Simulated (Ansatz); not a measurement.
The reference is Ru in the hcp (Mg type) structure (space group P6_3/mmc, No. 194; a = 2.676 Å, c = 4.224 Å; relaxed with 0.1 eV smearing).

Structures relaxed with LDA (Ansatz, a first-principles code), scalar-relativistic without spin-orbit coupling.

Base:

Simulated powder pattern, Cu Kα, λ = 1.54184 Å (kinematic, ideal powder, no thermal factors, no anomalous dispersion; the 10 strongest lines at most, above 2 %, up to 2θ = 90°):

| 2θ (°) | I/Imax (%) | hkl |
|---|---|---|
| 38.87 | 25 | (100) |
| 42.82 | 25 | (002) |
| 44.60 | 100 | (101) |
| 59.20 | 14 | (102) |
| 70.38 | 16 | (110) |
| 79.69 | 17 | (103) |
| 83.43 | 2.6 | (200) |
| 86.02 | 19 | (112) |
| 87.26 | 14 | (201) |

After one change:

Simulated powder pattern, Cu Kα, λ = 1.54184 Å (kinematic, ideal powder, no thermal factors, no anomalous dispersion; the 10 strongest lines at most, above 2 %, up to 2θ = 90°):

| 2θ (°) | I/Imax (%) |
|---|---|
| 38.47 | 25 |
| 42.38 | 25 |
| 44.14 | 100 |
| 58.55 | 14 |
| 69.58 | 16 |
| 78.75 | 17 |
| 82.42 | 2.6 |
| 84.97 | 19 |
| 86.18 | 14 |

Q: Name the change that was made.
A) isotropic strain +2.00 %
B) isotropic strain −1.00 %
C) isotropic strain +1.00 %
D) isotropic strain −2.00 %

A: C, isotropic strain +1.00 %. Its volume per atom is 13.49 Å³ against 13.09 Å³, and its space group is P6_3/mmc (No. 194).

Whether these cells are dynamically stable was not tested. All final runs are without spin polarisation.
